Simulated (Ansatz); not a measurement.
The starting structures come from a database of crystals and need not be the phases stable at ambient conditions.

Tunnelling through a barrier is set by its complex band structure: the current falls as exp(−2κd) with the smallest κ.

Data:

```
CELL_PARAMETERS angstrom
      5.05096     0.00000     0.00000
      0.00000    12.07637     0.00000
      0.00000     0.00000     5.63196
ATOMIC_POSITIONS crystal
  Sn 0.78367 0.50000 0.25000
  Sn 0.21633 0.50000 0.75000
  Sn 0.71633 0.00000 0.25000
  Sn 0.28367 0.00000 0.75000
  W  0.75000 0.75000 0.63126
  W  0.25000 0.25000 0.36874
  W  0.75000 0.25000 0.86874
  W  0.25000 0.75000 0.13126
  O  0.89800 0.60379 0.59622
  O  0.10200 0.39621 0.40378
  O  0.89800 0.39621 0.90378
  O  0.10200 0.60379 0.09622
  O  0.60200 0.89621 0.59622
  O  0.39800 0.10379 0.40378
  O  0.60200 0.10379 0.90378
  O  0.39800 0.89621 0.09622
  O  0.99810 0.79542 0.36081
  O  0.00190 0.20458 0.63919
  O  0.99810 0.20458 0.13919
  O  0.00190 0.79542 0.86081
  O  0.50190 0.70458 0.36081
  O  0.49810 0.29542 0.63919
  O  0.50190 0.29542 0.13919
  O  0.49810 0.70458 0.86081
```

Space group of this cell: Pnna. The cell is taken as given; by r2SCAN its mean pressure is -9.9 GPa.

Transport runs along the normal of the first two printed cell vectors.

The gap is the functional's own. No spin-orbit coupling. Mid-gap values are interpolated on the energy grid.

Question: State the band gap and the smallest decay constant κ at mid-gap according to r2SCAN run with Ansatz (a first-principles code).

Answer: Gap 0.64 eV on a 6×4×6 mesh; κ = 0.176 1/Å, at the zone centre.
